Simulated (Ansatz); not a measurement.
## VIr₃ (Pm-3m, No. 221, 4 atoms in the cell; start mp-1082)

Level of theory: r²SCAN in Ansatz (PAW).

Numerical settings: plane-wave cutoff 560 eV, 14×14×14 k mesh, Fermi–Dirac smearing 0.05 eV, no spin polarisation, scalar-relativistic PAW data made under PBE.

Cell (relaxed at this level):

Space group Pm-3m (No. 221); a = 3.8097 Å, b = 3.8097 Å, c = 3.8097 Å, α = 90.00°, β = 90.00°, γ = 90.00°

| atom | site | symmetry | x | y | z |
|---|---|---|---|---|---|
| V | 1a | m-3m | 0.0000 | 0.0000 | 0.0000 |
| Ir | 3c | 4/mm.m | 0.0000 | 0.5000 | 0.5000 |

```
Property       Result
------------  -------
bulk modulus  348 GPa
```

Note: the run has no spin polarisation, so it can have missed a magnetic state; the bulk modulus is −V dP/dV from two relaxed cells at ±2 % in volume; the relaxation could not lower the start's symmetry, so the cell can be a saddle point above a distorted one.

Spin–orbit coupling is not included.

Computed values are for the static lattice.

A start named mp-… is a Materials Project structure, which need not be a measured phase.

Ansatz is a program for electronic structure.
